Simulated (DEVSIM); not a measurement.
Structure: Si n-i-p diode, at 300 K.

```
layer (left to right)  material  thickness (μm)  Nd (cm⁻³)  Na (cm⁻³)  τn (s)  τp (s)
---------------------  --------  --------------  ---------  ---------  ------  ------
1                            Si           0.180     6.2e18          -  4.9e-5  4.9e-5
2                            Si            3.70          -     2.5e12  4.9e-5  4.9e-5
3                            Si           0.260          -     3.8e18  4.9e-5  4.9e-5
```

Left contact: ohmic. Right contact: ohmic. Voltage is applied to the left contact. Recombination: SRH at mid-gap, radiative, Auger. Mobility is μmin + (μ − μmin)/(1 + (N/Nref)^α).

The device is made up for the run: typed textbook-type constants, with dimensions and the other settings drawn at random. Values at 300 K.

```csv
parameter,Si
gap (eV),1.124
affinity (eV),4.05
permittivity,11.7
Nc (cm⁻³),2.86e19
Nv (cm⁻³),3.1e19
μn (cm²/Vs),1417
μp (cm²/Vs),470
"μn,min",52
"μp,min",45
"Nref,n",9.7e16
"Nref,p",2.2e17
αn,0.68
αp,0.72
B (cm³/s),4.7e-15
Cn (cm⁶/s),2.8e-31
Cp (cm⁶/s),9.9e-32
```

Simulated with DEVSIM: 1D drift-diffusion, Boltzmann statistics, complete ionisation; no tunnelling, impact ionisation, image-force lowering or self-heating.

The thickness of layer 1 was swept, all else fixed.

```
thickness of layer 1 (μm)  dark forward voltage at 1 A/cm² (V)  dark forward voltage at 100 A/cm² (V)
-------------------------  -----------------------------------  -------------------------------------
0.036                                                    0.690                                  0.813
0.063                                                    0.700                                  0.821
0.11                                                     0.707                                  0.828
0.18                                                     0.712                                  0.832
0.31                                                     0.715                                  0.835
0.54                                                     0.718                                  0.838
0.9                                                      0.719                                  0.839
```

From the first row to the last the dark forward voltage at 1 A/cm² goes from 0.690 to 0.719. From the first row to the last the dark forward voltage at 100 A/cm² goes from 0.813 to 0.839.
